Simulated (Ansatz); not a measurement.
Consider Mg in the hcp (Mg type) structure (space group P6_3/mmc, No. 194; a = 3.166 Å, c = 5.188 Å).

Method: PBEsol (Ansatz, a program for electronic structure, PAW, scalar-relativistic without spin-orbit coupling), earlier PAW set.

Before the change:

```
Quantity            Value
---------------  --------
Volume per atom  22.52 Å³
Band gap             zero
```

Now apply this change: full substitution Mg → Ba; the structure is relaxed again.

### Question
Predict the new volume per atom.

### Answer
The volume per atom increases by 35.40 Å³ to 57.92 Å³.

### Question
Predict the new band gap.

### Answer
The band gap stays zero.

Stability against distortions was not tested. As relaxed here, Ba is a hypothetical phase, not in the database extracts checked.
